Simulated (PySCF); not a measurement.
PySCF 2.14.0, BP86/def2-svpd, df: Mg(NH2)(OSiH3) ([NH2][Mg][O][SiH3]), 9 atoms. The geometry is a generated start, not checked to be a minimum at this level.

```json
{
 "task": "energy",
 "method": "bp86",
 "basis": "def2-svpd",
 "two_electron_scheme": "density fitting",
 "mol.max_memory": "3000 MB",
 "mf.max_cycle": "100",
 "mf.init_guess": "minao (default)",
 "mf.conv_tol": "1e-09 (default)",
 "mf.grids.level": "3 (default)",
 "basis_functions": "128",
 "grid_points": "114784"
}
```

```xyz
9

Mg     0.2243     0.3144     1.5383
N     -1.1693     1.5167     2.0094
H     -1.8908     1.0684     2.5683
H     -1.6266     1.8131     1.1505
O      0.4746    -0.3879    -0.0559
Si     0.9013    -0.9545    -1.4893
H     -0.2642    -1.6250    -2.0902
H      2.0054    -1.9167    -1.2992
H      1.3454     0.1716    -2.3319
```

With the defaults (mf.DIIS = CDIIS, mf.diis = true, mf.damp = 0, mf.diis_start_cycle = 1, mf.diis_space = 8, mf.level_shift = 0, mf.diis_damp = 0) it converges in 13 Fock builds. One run each on 2 threads, 1 BLAS thread, with these changes:
- mf.diis_space = 5
- mf.diis_space = 12
- mf.diis_space = 20
- mf.damp = 0.7, mf.diis_start_cycle = 8
- mf.diis = false
- mf.level_shift = 1 Hartree
- mf.DIIS = EDIIS
- mf.diis_damp = 0.3
- mf.diis = false, mf.damp = 0.7, mf.diis_start_cycle = 999

Problem. Which runs fail or end elsewhere than the default run?

Solution. No convergence: mf.DIIS = EDIIS; mf.diis = false (the run ends without SCF convergence in 100 cycles). The rest reach the solution of the defaults.

| setting | Fock builds | end |
|---|---|---|
| mf.diis_damp = 0.3 | 12 | same solution |
| the defaults | 13 | same solution |
| mf.diis_space = 12 | 13 | same solution |
| mf.diis_space = 20 | 13 | same solution |
| mf.diis_space = 5 | 15 | same solution |
| mf.damp = 0.7, mf.diis_start_cycle = 8 | 15 | same solution |
| mf.diis = false, mf.damp = 0.7, mf.diis_start_cycle = 999 | 25 | same solution |
| mf.level_shift = 1 Hartree | 87 | same solution |
| mf.DIIS = EDIIS | 101 | no convergence |
| mf.diis = false | 101 | no convergence |
